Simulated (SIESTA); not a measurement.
Input and output of a self-consistent single point for YMg3 (P1, 4 atoms in the cell) (SIESTA).

Level of theory: SIESTA 5.4.2 with GGA PBEsol, numerical atomic orbitals DZP, PseudoDojo PBEsol standard norm-conserving potentials (rewritten from UPF to PSML).

```xyz
4
Lattice="-1.6384 5.4967 2.8794 1.6384 -5.4967 2.8794 1.6384 5.4967 -2.8794" Properties=species:S:1:pos:R:3 pbc="T T T"
Y     -0.0019     0.0147     3.8015
Mg     1.6260    -0.0026     0.9260
Mg     0.0545     8.1580     0.1180
Mg    -0.0402     2.8233    -0.0464
```

Reference input (self-consistent single point, DFT, GGA PBEsol, numerical atomic orbitals DZP, PseudoDojo PBEsol standard norm-conserving potentials (rewritten from UPF to PSML)): XC.functional = GGA; XC.authors = PBEsol; potentials = PseudoDojo PBEsol standard; PAO.BasisSize = DZP; PAO.EnergyShift = 0.01 Ry; MeshCutoff = 400 Ry; kgrid.MonkhorstPack = 4 7 6; OccupationFunction = FD; ElectronicTemperature = 580.23 K; MaxSCFIterations = 150; SCF.Mixer.Method = Broyden; SCF.Mixer.Weight = 0.1. This run's input differs from it in these lines:

```diff
@@ -35,3 +35,3 @@
 OccupationFunction           FD
-ElectronicTemperature        580.23 K
+ElectronicTemperature        9283.61 K
```

Output (repeated stretches shortened):

```
        iscf     Eharris(eV)        E_KS(eV)     FreeEng(eV)     dDmax    Ef(eV) dHmax(eV)
   scf:    1    -5932.755162    -5944.434517    -5949.674128  1.694234 -3.714765  4.788645
   scf:    2    -5945.282281    -5944.896699    -5950.095828  0.066449 -3.653094  3.849343
   scf:    3    -5945.392494    -5945.242106    -5950.368955  0.106671 -3.570158  2.137549
   scf:    4    -5945.262850    -5945.258764    -5950.426843  0.081535 -3.628322  0.239488
   scf:    5    -5945.235294    -5945.248447    -5950.430776  0.016792 -3.645417  0.113172
   [... 8 lines left out ...]
   scf:   14    -5945.260721    -5945.260722    -5950.431698  0.000017 -3.644902  0.000834
   scf:   15    -5945.260723    -5945.260723    -5950.431698  0.000015 -3.644923  0.000700
   scf:   16    -5945.260724    -5945.260724    -5950.431698  0.000012 -3.644940  0.000588
   scf:   17    -5945.260720    -5945.260722    -5950.431698  0.000009 -3.644954  0.000486
SCF Convergence by DM+H criterion
max |DM_out - DM_in|         :     0.0000091043
max |H_out - H_in|      (eV) :     0.0004863493
SCF cycle converged after 17 iterations

Using DM_out to compute the final energy and forces

siesta: E_KS(eV) =            -5945.2607

siesta: E_KS - E_eggbox =     -5945.2607

siesta: Atomic forces (eV/Ang):
     1    0.008683   -0.255976    0.207908
     2    0.030210    0.083015   -0.009326
     3   -0.139706    0.577908   -0.520608
     4    0.104301   -0.399115    0.318074
   Tot    0.003489    0.005832   -0.003951
   Max    0.577908
   Res    0.290486    sqrt( Sum f_i^2 / 3N )
   Max    0.577908    constrained

Stress tensor Voigt[x,y,z,yz,xz,xy] (kbar):      -27.21       -8.26      -16.08        0.58       -1.92        2.26
(Free)E + p*V (eV/cell)    -5949.3192
   [... lines left out ...]
siesta: FreeEng =     -5950.431698
siesta: Cell volume =        103.724701 Ang**3
siesta:          17.18389784         -5.02756716  kBar
   [... lines left out ...]
              0.323
   4 10.055   1.995   1.197  -0.169   2.019   2.015   2.015   0.343   0.321
              0.320

mulliken: Qtot =       41.000

Mulliken Atomic Populations:
Atom #   charge [q] valence [e]  Species
     1     0.155933   10.844067  Y
     2    -0.060008   10.060008  Mg
     3    -0.040881   10.040881  Mg
     4    -0.055045   10.055045  Mg
 Total    -0.000000
```

The run converged in 17 iterations. Against the reference run the free energy falls by 713 meV/atom, the pressure goes from -0.48 to 1.72 GPa and the largest force goes from 0.766 to 0.790 eV/Å.

The starting cell comes from a database of computed structures (which also holds hypothetical and non-ambient phases and stackings), without a prior relaxation at this level. Its atoms were displaced at random from the sites of space group no. 44. Values carry the incompleteness of an atom-centred basis.

Cost on one core of a shared machine: roughly 60 s.
